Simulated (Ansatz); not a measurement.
System: rock-salt CeN. Method: BLYP (Ansatz, a first-principles code, PAW).

Run with plane-wave cutoff 520 eV, 20×20×20 k mesh, Fermi–Dirac smearing 0.05 eV, spin-polarised with parallel moments, scalar-relativistic PAW data made under PBE.

Energies at three volumes about the minimum:

```csv
V (Å³/atom),E − E_lowest (meV/atom)
16.712,2.44
17.053,0.00
17.394,2.64
```

Problem. Fit a parabola by hand: where is the minimum, and what is the bulk modulus?

Solution. Slopes: (0.00 − 2.44)/(17.053 − 16.712) = -7.155 and (2.64 − 0.00)/(17.394 − 17.053) = 7.742 meV/Å³. Curvature E″ = 2 × (7.742 − (-7.155))/(17.394 − 16.712) = 43.686 meV/Å⁶. From the middle of the first interval, the slope vanishes at V0 = 16.8825 − (-7.155)/43.686 = 17.046 Å³/atom. B = V0 E″ = 17.046 × 43.686 meV/Å³ × 0.1602 GPa per meV/Å³ = 119 GPa. The full Birch–Murnaghan fit to all volumes gives V0 = 17.041 Å³/atom and B0 = 119 GPa.

Measured, for comparison: bulk modulus 135 ± 1 GPa (room temperature, not corrected to a static lattice, our sources range from 135 to 156; as tabulated in Nielsen et al. (2017), arXiv:1701.04237). Computed (rounded) less measured: bulk modulus not scored (sources differ).

Note: the magnetic order was assumed, not searched for or taken from measurement; the 4f shell is treated without U or exact exchange, so its levels and filling can be wrong; the volume lies 8 % above that of the published cell.
